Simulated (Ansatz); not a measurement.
Base system: ZnO (space group P4_2/mnm, No. 136; a cell from a computed database, its experimental status unchecked).

```xyz
8
Lattice="5.5156 0.0000 0.0000 0.0000 5.5156 0.0000 0.0000 0.0000 3.2401" Properties=species:S:1:pos:R:3 pbc="T T T"
Zn     1.0036     1.0036     1.6201
Zn     4.5120     4.5120     1.6201
Zn     1.7542     3.7614     0.0000
Zn     3.7614     1.7542     0.0000
O      4.5123     1.0034     1.6201
O      1.0034     4.5123     1.6201
O      1.7545     1.7545     0.0000
O      3.7612     3.7612     0.0000
```

Levels (all Ansatz, a quantum-chemistry and plane-wave program, PAW): PBEsol (420 eV, no SOC); r2SCAN (500 eV, no spin-orbit coupling); HSE06 (420 eV, no spin-orbit coupling).

At the geometry relaxed with PBEsol, these levels gave the following band gaps, in shuffled order: (a) 2.53 eV, (b) 1.20 eV, (c) 0.70 eV.

Task: Match each gap to its level.

Result: (a) HSE06; (b) r2SCAN; (c) PBEsol.

Single points use the geometry relaxed with PBEsol. Stability against distortions was not tested. This is not the structure that ZnO has at room temperature and ambient pressure.
